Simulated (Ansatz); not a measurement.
# Pt on the (0001) surface of wurtzite GaN (2x2 N adatom at H3; a constructed slab, bottom: 3 H on 4 bottom sites), one in a cell of 36 Å², started at the site 'over Ga at depth 1.1 Å #2'

Host crystal: wurtzite GaN, with a band gap (PBE, scalar-relativistic without spin-orbit coupling).

Level of theory: PBE (plane waves to 420 eV, PAW; Ansatz, a first-principles code).

Slab: 45 atoms, 13.4 Å thick at the start with caps and adatoms under the adsorbate (thin: gaps and levels are the slab's own); k 4x4x1, smearing 0.01 eV, dipole-corrected; 23 atoms held, the rest relaxed; no symmetry held; spin-polarised, no spin-orbit, no U, no dispersion correction. The starting moment vanished. At the end it is bonded to Ga + N. In PBE it is, or lies within 0.03 eV of, the lowest of the starts that converged.

energy of the end state, in which the adsorbate broke or entered a bond of the host, against an atom of fcc Pt: 15.8 kcal/mol
gap of the slab on its k-mesh: 0.30 eV
highest filled level below the top vacuum level: 5.01 eV
change of the step from the bottom to the top vacuum level, against the clean slab: -0.31 eV
energy released by relaxation: 1.69 eV
height of the binding atom over the mean of the host atoms within 0.3 Å of the top one: 85.2 pm
magnetic moment of the cell: 0.00 μB
largest move of a host atom: 0.71 Å
caution: the clean host was not checked against rearrangement in a larger or rattled cell
note: in the relaxation the adsorbate left its starting site by 0.6 Å

A negative adsorption energy means that the adsorbate is more stable on the surface than in its reference.
